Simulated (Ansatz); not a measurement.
## Zn4TeS3 (model structure, P-4m2, No. 115, 8 atoms in the cell)

The numbers are results of r²SCAN (Ansatz, a first-principles code, plane waves, PAW), not measurements.

Settings: plane-wave cutoff 560 eV, 8×8×4 k mesh (along the axes of the cell as run), Fermi–Dirac smearing 0.01 eV, scalar-relativistic PAW data made under PBE.

Cell (relaxed at this level):

```xyz
8
Lattice="3.9558 0.0000 0.0000 0.0000 3.9559 0.0000 0.0000 0.0000 11.0558" Properties=species:S:1:pos:R:3 pbc="T T T"
Zn     0.0000     0.0000     0.0760
S      1.9779     0.0000     1.3703
Zn     1.9779     1.9780     2.6587
S      0.0000     1.9780     3.9416
Zn     0.0000     0.0000     5.2246
S      1.9779     0.0000     6.5130
Zn     1.9779     1.9780     7.8072
Te     0.0000     1.9780     9.4696
```

For Zn4TeS3 (model structure, P-4m2, No. 115, 8 atoms in the cell), the band gap is 1.59 eV and the smallest direct gap on the k points sampled is 1.68 eV.

Note: the relaxation could raise the start's symmetry but not lower it, so the cell can be a saddle point.

Spin–orbit coupling is not included.

Static lattice: no zero-point or thermal effects.

It cost very roughly 2.7 core-minutes of CPU time.

A model structure was made by putting elements into a prototype or built by hand; it is no filed structure, need not be a known phase, and can be a saddle point held by its symmetry.
